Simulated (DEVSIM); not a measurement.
System: Ru/La2O3/SiO2/p-Si capacitor, at 300 K.

```csv
layer (left to right),material,thickness (nm),Na (cm⁻³)
1,La2O3,11.0,-
2,SiO2,0.960,-
3,Si,960,3.6e17
```

Metal gate on the left, work function 4.7 eV. Fixed charge at the semiconductor interface 0 cm⁻² (in units of +e); no interface traps.

Constants are typed, rounded textbook-type inputs, not results; the design itself was drawn at random and stands for no fabricated device. Values at 300 K.

```tsv
parameter	La2O3	SiO2	Si
gap (eV)	5.8	9	1.124
affinity (eV)	1.8	0.9	4.05
permittivity	27	3.9	11.7
Nc (cm⁻³)	-	-	2.86e19
Nv (cm⁻³)	-	-	3.1e19
```

Model (solved in DEVSIM): 1D Poisson equation in equilibrium, Boltzmann statistics, complete ionisation; no quantum confinement or tunnelling. Metal contacts follow the ideal Schottky-Mott rule: no Fermi-level pinning, no interface dipoles.

Task: Tabulate band edges, carrier densities and field at 0.3 V on the gate.

Result: Energies count from the Fermi level of the right contact; mesh points crowd at the junctions.

```tsv
x (μm)	Ec (eV)	Ev (eV)	n (cm⁻³)	p (cm⁻³)	field (V/cm)
0.000	2.600	-3.200	< 1e2	< 1e2	98000
0.001180	2.612	-3.188	< 1e2	< 1e2	98000
0.003428	2.634	-3.166	< 1e2	< 1e2	98000
0.006839	2.667	-3.133	< 1e2	< 1e2	98000
0.009942	2.697	-3.103	< 1e2	< 1e2	98000
0.01104	3.611	-5.389	< 1e2	< 1e2	680000
0.01157	3.647	-5.353	< 1e2	< 1e2	680000
0.01273	0.540	-0.584	2.4e10	4.9e9	220000
0.01500	0.589	-0.535	3.6e9	3.2e10	210000
0.01964	0.681	-0.443	1.1e8	1.1e12	180000
0.02941	0.833	-0.291	290000	4.0e14	130000
0.06214	1.005	-0.119	380	3.1e17	5900
0.1226	1.009	-0.115	320	3.6e17	≈ 0
0.2460	1.009	-0.115	320	3.6e17	≈ 0
0.6060	1.009	-0.115	320	3.6e17	≈ 0
0.7987	1.009	-0.115	320	3.6e17	≈ 0
0.8902	1.009	-0.115	320	3.6e17	≈ 0
0.9350	1.009	-0.115	320	3.6e17	≈ 0
0.9593	1.009	-0.115	320	3.6e17	≈ 0
0.9666	1.009	-0.115	320	3.6e17	≈ 0
0.9700	1.009	-0.115	320	3.6e17	≈ 0
0.9720	1.009	-0.115	320	3.6e17	≈ 0
```
